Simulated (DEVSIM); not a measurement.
Structure: abrupt Si n-p junction, at 300 K.

Layer 1 from the left is Si, thickness (μm) 0.370, Nd (cm⁻³) 7.9e16, τn (s) 4.3e-7, τp (s) 4.3e-7. Layer 2 from the left is Si, thickness (μm) 21.0, Na (cm⁻³) 1.1e19, τn (s) 4.3e-7, τp (s) 4.3e-7.

Left contact: ohmic. Right contact: ohmic. Voltage is applied to the left contact. Recombination: SRH at mid-gap, Auger. Mobility is constant in doping.

This is a model device: material constants are rounded textbook-type values typed into the input, and sizes, dopings and lifetimes were drawn at random. Values at 300 K.

Si: gap (eV) 1.124, affinity (eV) 4.05, permittivity 11.7, Nc (cm⁻³) 2.86e19, Nv (cm⁻³) 3.1e19, μn (cm²/Vs) 1417, μp (cm²/Vs) 470, Cn (cm⁶/s) 2.8e-31, Cp (cm⁶/s) 9.9e-32.

Simulated with DEVSIM: 1D drift-diffusion, Boltzmann statistics, complete ionisation; no tunnelling, impact ionisation, image-force lowering or self-heating.

Dark forward current:

```
|V| (V)  |J| (A/cm²)
-------  -----------
0.05        3.878e-9
0.10        1.653e-8
0.15        6.949e-8
0.20        3.413e-7
0.25        1.950e-6
0.30        1.223e-5
0.35        8.038e-5
0.40       0.0005388
0.45        0.003640
0.50         0.02466
0.55          0.1671
0.60           1.131
0.65           7.630
0.70           50.86
0.75           321.6
0.80            1661
0.85            5731
```

Work out the local ideality factor n = ΔV / (kT/q · ln(J2/J1)) between the rows 0.15 and 0.20 V, 0.50 and 0.55 V, 0.80 and 0.85 V.

kT/q = 25.85 mV. From 0.15 to 0.20 V: ln(3.413e-7/6.949e-8) = 1.592, n = 1.22. From 0.50 to 0.55 V: ln(0.1671/0.02466) = 1.913, n = 1.01, near the 1 of diffusion or emission over a barrier. From 0.80 to 0.85 V: ln(5731/1661) = 1.238, n = 1.56; the layers' resistance at their doping, Σ W/(qμN) = 4.6e-6 Ω cm², would take 19 mV of this step of 50 mV.

Estimate the current at 0.50 V from the Shockley equation with J0 = Σ q ni² D/(N L) coth(W/L), τ joining the SRH, radiative and Auger lifetimes that are on, and W taken as the whole layer.

ni² = 1.16e20 cm⁻⁶; holes in the n layer: μ = 470 cm²/Vs, D = 12.1 cm²/s, τ = 4.30e-7 s, L = 22.8 μm, W/L = 0.016, term 7.72e-11 A/cm²; electrons in the p layer: μ = 1420 cm²/Vs, D = 36.6 cm²/s, τ = 6.99e-8 s, L = 16.0 μm, W/L = 1.3, term 4.47e-14 A/cm². J0 = 7.72e-11 A/cm², and J = J0 exp(qV/kT) = 0.0194 A/cm². The simulation gives 0.0247 A/cm²; the estimate lies 21 % below. The estimate leaves out recombination in the depletion region and that region's share of W.
